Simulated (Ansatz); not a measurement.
Base system: Mo in the bcc (W type) structure (space group Im-3m, No. 229; a = 3.151 Å). Axes: x, y, z lie along the cube axes.

Calculations: DFT with r2SCAN, PAW potentials and a 500 eV plane-wave cutoff in Ansatz (a first-principles code), no spin-orbit coupling.

Strains are applied to the cell and any free atomic positions relax; under biaxial strain the out-of-plane vector relaxes too.

One change was made to it. Results:

```csv
quantity,base,after
"pressure (mean of the normal stresses, compression positive)",0.0 GPa,0.5 GPa
energy relative to the base (free energy F),0 meV/atom,+0.1 meV/atom
shortest interatomic distance,2.728 Å,2.727 Å
```

### Question
What was done to the base?
(A) biaxial strain −1.76 %, plane normal [111], relaxed out of plane
(B) uniaxial strain ε_zz = −0.19 %
(C) uniaxial strain ε_zz = +5.83 %

### Answer
B, uniaxial strain ε_zz = −0.19 %. For comparison, the energy relative to the base in the other runs: biaxial strain −1.76 %, plane normal [111], relaxed out of plane gives +12 meV/atom; uniaxial strain ε_zz = +5.83 % gives +71 meV/atom.

Without a gap, meshes like the base's 21×21×21 leave anisotropic stresses uncertain by several tenths of a GPa, and small strain energies with them. Whether these cells are dynamically stable was not tested. The final runs are not spin-polarised.
